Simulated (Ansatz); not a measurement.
# A computed series for Sb: response to strain

The parent structure is Sb (space group R-3m, No. 166; layered; relaxed with 0.1 eV smearing).

```xyz
2
Lattice="2.1631 1.2489 3.7797 -2.1631 1.2489 3.7797 0.0000 -2.4978 3.7797" Properties=species:S:1:pos:R:3 pbc="T T T"
Sb     0.0000     0.0000     2.6465
Sb     0.0000     0.0000     8.6925
```

Cartesian axes are those of the cell as printed.

Strains are applied to the cell and any free atomic positions relax; under biaxial strain the out-of-plane vector relaxes too; under stress the whole cell relaxes.

Method: Ansatz (a first-principles code), r2SCAN+rVV10, PAW, cutoff 500 eV, without spin-orbit coupling.

Notes on the quantities. energy relative to the base: free energy F.

| case | energy relative to the base | volume per atom |
|---|---|---|
| base | 0 meV/atom | 30.63 Å³ |
| biaxial strain +4.68 %, plane normal [001], relaxed out of plane | +39 meV/atom | 31.92 Å³ |
| isotropic strain +0.43 % | +0.7 meV/atom | 31.03 Å³ |
| isotropic strain +0.47 % | +0.8 meV/atom | 31.07 Å³ |
| isotropic strain +2.83 % | +27 meV/atom | 33.31 Å³ |
| isotropic strain +3.51 % | +40 meV/atom | 33.97 Å³ |
| uniaxial stress, 1 GPa compression along z | ___ | ___ |
| tensor shear ε_xz = +0.30 % | +0.1 meV/atom | 30.63 Å³ |
| tensor shear ε_yz = +1.48 % | +2.9 meV/atom | 30.63 Å³ |

Q: Complete the table.

A: 
- uniaxial stress, 1 GPa compression along z, energy relative to the base: +2.6 meV/atom
- uniaxial stress, 1 GPa compression along z, volume per atom: 30.10 Å³

Beyond what the load breaks, stability against distortions was not tested.
